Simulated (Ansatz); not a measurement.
The starting structures come from a database of crystals and need not be the phases stable at ambient conditions.

## Evanescent states of K2Pt (Fm-3m, not sure to be the ambient phase, 3 atoms a cell, 36.0 Å³ an atom) along the normal of (110)

Calculation: r2SCAN (plane waves, PAW; Ansatz, a first-principles code).

The gap is the functional's own, uncorrected, and κ follows it; spin-orbit coupling is left out. Mid-gap values are interpolated between the computed energies.

Energies count from the valence-band top; κ is the least over a 6×4 mesh across the current.

```csv
E (eV),κ (1/Å),where
0.04,0.213,off Γ
0.14,0.243,off Γ
0.23,0.254,off Γ
0.32,0.259,off Γ
0.41,(withheld),off Γ
0.49,0.259,off Γ
0.58,(withheld),off Γ
0.68,(withheld),off Γ
0.77,(withheld),off Γ
0.85,(withheld),off Γ
0.94,(withheld),off Γ
1.03,0.213,off Γ
1.12,(withheld),off Γ
1.22,0.181,off Γ
1.30,0.158,off Γ
1.40,0.130,off Γ
1.49,0.089,off Γ
```

### Question
Complete the blanks.

### Answer

- 0.41, κ (1/Å): 0.260
- 0.58, κ (1/Å): 0.256
- 0.68, κ (1/Å): 0.251
- 0.77, κ (1/Å): 0.245
- 0.85, κ (1/Å): 0.236
- 0.94, κ (1/Å): 0.226
- 1.12, κ (1/Å): 0.198
